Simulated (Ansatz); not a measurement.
Worked example: relaxation of cell and atoms of ZrTiNi2 (Amm2, 4 atoms in the cell) in Ansatz (a program for electronic structure).

Method: PBEsol, PAW files made with PBE (plane waves; Ansatz).

```yaml
crystal:
  lattice:
    - [4.10030, 0.00000, 0.00000]
    - [0.00000, 1.56349, 4.86712]
    - [0.00000, -1.56349, 4.86712]
  atoms:
    - { symbol: Zr, position: [0.50000, 0.14441, 0.14441] }
    - { symbol: Ti, position: [0.00000, 0.86202, 0.86202] }
    - { symbol: Ni, position: [0.00000, 0.57909, 0.57909] }
    - { symbol: Ni, position: [0.50000, 0.41447, 0.41447] }
```

Reference input (self-consistent single point, DFT, PBEsol, plane waves, PAW files made with PBE): kpoints.mp_grid.grid = 6 8 8; hamiltonian.xc = pbesol; hamiltonian.pseudopotentials = {kind: paw} (the program's default PAW files); scf.occupations.method = gaussian; scf.occupations.width = 0.1 eV. This run's input differs from it in these lines:

```diff
@@ -23,2 +23,4 @@
     width: 0.1 eV
+relax:
+  cell: {}
 output:
```

Output (repeated stretches shortened):

```
   [... SCF lines of the steps left out ...]
relax step   1: F+E_penalty+E_count = -18214.07981773 eV  Δ(F+E_penalty+E_count) = +0.000e0 eV  max|allowed force component| = 2.274e-1 eV/Å  Δτ_max = 0.0000 Å  P = -7.889 GPa  Ω = 62.404 Å³  (10 SCF iters, dr2 threshold 1.00e-7 eV, accepted)
relax step   2: F+E_penalty+E_count = -18214.14728255 eV  Δ(F+E_penalty+E_count) = -6.746e-2 eV  max|allowed force component| = 9.774e-2 eV/Å  Δτ_max = 0.0159 Å  P = +3.865 GPa  Ω = 57.693 Å³  energy of the carried Pulay correction = +1.020e-3 eV  [...]
   [... lines left out ...]
relax step   5: F+E_penalty+E_count = -18214.16887509 eV  Δ(F+E_penalty+E_count) = -8.523e-4 eV  max|allowed force component| = 4.050e-3 eV/Å  Δτ_max = 0.0079 Å  P = -0.009 GPa  Ω = 59.196 Å³  energy of the carried Pulay correction = +6.859e-4 eV  [...]
relax step   6: F+E_penalty+E_count = -18214.16806857 eV  Δ(F+E_penalty+E_count) = +8.065e-4 eV  max|allowed force component| = 3.936e-3 eV/Å  Δτ_max = 0.0000 Å  P = +0.005 GPa  Ω = 59.196 Å³  stress off target by 4.83e-2 GPa  SCF on the basis [...]
basis re-selected at this cell: Δ(F+E_penalty+E_count) = +8.065e-4 eV, ΔP = +0.014 GPa vs the last step
the relaxation is at rest under the 4 symmetry operations that the run kept from its start: a minimum is not shown …
Free energy (F): -18214.168069 eV
Internal energy: -18214.155524 eV  (E = F + TS)
E sigma→0 (E₀):  -18214.161796 eV
Entropy (-TS):   -0.012545 eV (-3.136 meV/atom)
Fermi energy:    16.001787 eV
--- Forces (eV/Å), atoms counted from 1 ---
  atom   1  Zr     0.00000000     0.00000000    -0.00078848
   [... lines left out ...]
  cell:  # Å, volume = 59.1961 Å³
   [... lines left out ...]
    - [0.0, 1.546295113940616, 4.798538407133446]
    - [0.0, -1.546295113940616, 4.798538407133446]
  atoms:
    - { symbol: Zr, position: [0.5, 0.143962484878534, 0.143962484878534] }
    - { symbol: Ti, position: [0.0, 0.8630921346828604, 0.8630921346828604] }
    - { symbol: Ni, position: [0.0, 0.5788363337432075, 0.5788363337432075] }
    - { symbol: Ni, position: [0.5, 0.41409908186815647, 0.41409908186815647] }
```

The run converged.  The full log also holds: “iter 5 did not close the SCF: its close was put off for the readings that it lacked (scf_convergence_deferred on its scf_iter line)”. The full log also holds: “iter 5 did not close the SCF: its close was put off for the readings that it lacked (scf_convergence_deferred on its scf_iter line)”.

Summary of the result:
```
Property                                                                                             Result
-----------------------------------------------  ----------------------------------------------------------
Free energy E − TS (on the zero of these files)                                              -18214.1681 eV
Fermi level (on the code's own zero)                                                               16.00 eV
Pressure                                                                                           0.00 GPa
Largest force (vector length)                                                                    0.004 eV/Å
Final cell                                       a = 3.9890 Å, b = c = 5.0415 Å, α = 35.72°, β = γ = 90.00°
Final volume per atom                                                                              14.80 Å³
Relaxation steps                                                                                          6
```

The starting cell comes from a database of computed structures (which also holds hypothetical and non-ambient phases and stackings), without a prior relaxation at this level. Its lattice was rescaled by a random factor within 2.5 % of one. Spin polarisation is off. The relaxation keeps the symmetry of its start, so its end need not be a minimum. Ansatz's pressure includes its estimate of the finite-basis (Pulay) stress.

Cost on one core of a shared machine: roughly 40 s.

Keys are those of Ansatz 0.2.
